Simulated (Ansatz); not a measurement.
# Effect of isotropic strain −2.50 % on GaSb

Take GaSb in the zinc blende structure (space group F-43m, No. 216; a = 6.213 Å) as the base.

Perturbation: the cell is scaled by 0.9750 in all directions, atoms relaxed at fixed cell.

Level of theory: PBE (Ansatz, a program for electronic structure), no spin-orbit coupling. k-mesh 13×13×13 (Γ-centred); smearing 0.05 eV (Fermi–Dirac).

The shortest interatomic distance falls by 0.067 Å to 2.623 Å and the energy rises by 26 meV/atom. The pressure goes from zero to 4.1 GPa and the band gap becomes 0.25 eV (base: zero). The valley order (the lowest conduction-band minima on the path, energy above the VBM, named in the base's zone) comes out as Γ 0.25 eV; L along ⟨111⟩ 0.47 eV; a point along ⟨100⟩, about 0.9 Å⁻¹ from Γ 0.84 eV.

Final structure:

```
CELL_PARAMETERS angstrom
      0.00000     3.02905     3.02905
      3.02905     0.00000     3.02905
      3.02905     3.02905     0.00000
ATOMIC_POSITIONS crystal
  Ga 0.00000 0.00000 0.00000
  Sb 0.25000 0.25000 0.25000
```

Cost of the whole job for the changed cell (relaxation, final SCF and bands): roughly 23 core-seconds.

Spin-orbit coupling, missing from the scalar runs, can matter with Sb. Stability against distortions was not tested. The final runs are not spin-polarised. The zero or small gap of GaSb can change with the level of theory.
